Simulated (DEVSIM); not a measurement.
System: Schottky contact on p-type Ge, at 300 K.

| layer (left to right) | material | thickness (μm) | Na (cm⁻³) | τn (s) | τp (s) |
|---|---|---|---|---|---|
| 1 | Ge | 5.20 | 4.8e16 | 4.7e-7 | 4.7e-7 |

Left contact: Schottky, work function 4.394 eV, emission velocity 2.4e6 cm/s. Right contact: ohmic. Voltage is applied to the left contact. Recombination: SRH at mid-gap. Mobility is μmin + (μ − μmin)/(1 + (N/Nref)^α).

The device is made up for the run: typed textbook-type constants, with dimensions and the other settings drawn at random. Values at 300 K.

```tsv
parameter	Ge
gap (eV)	0.664
affinity (eV)	4
permittivity	16
Nc (cm⁻³)	1.04e19
Nv (cm⁻³)	6e18
μn (cm²/Vs)	3900
μp (cm²/Vs)	1900
μn,min	150
μp,min	100
Nref,n	2.6e17
Nref,p	4e17
αn	0.56
αp	0.6
```

DEVSIM, 1D drift-diffusion, Boltzmann statistics, complete ionisation; no tunnelling, impact ionisation, image-force lowering or self-heating. Metal contacts follow the ideal Schottky-Mott rule: no Fermi-level pinning, no interface dipoles.

The metal work function was swept, all else fixed.

| metal work function (eV) | largest field in the device at zero bias (V/cm) | potential step across the device at zero bias (V) |
|---|---|---|
| 4.194 | 59000 | 0.345 |
| 4.244 | 54000 | 0.295 |
| 4.294 | 49000 | 0.245 |
| 4.344 | 43000 | 0.195 |
| 4.394 | 36000 | 0.145 |
| 4.444 | 27000 | 0.095 |
| 4.494 | 16000 | 0.045 |
| 4.544 | 2200 | 0.005 |

From the first row to the last the largest field in the device at zero bias goes from 59000 to 2200. From the first row to the last the potential step across the device at zero bias goes from 0.345 to 0.005.
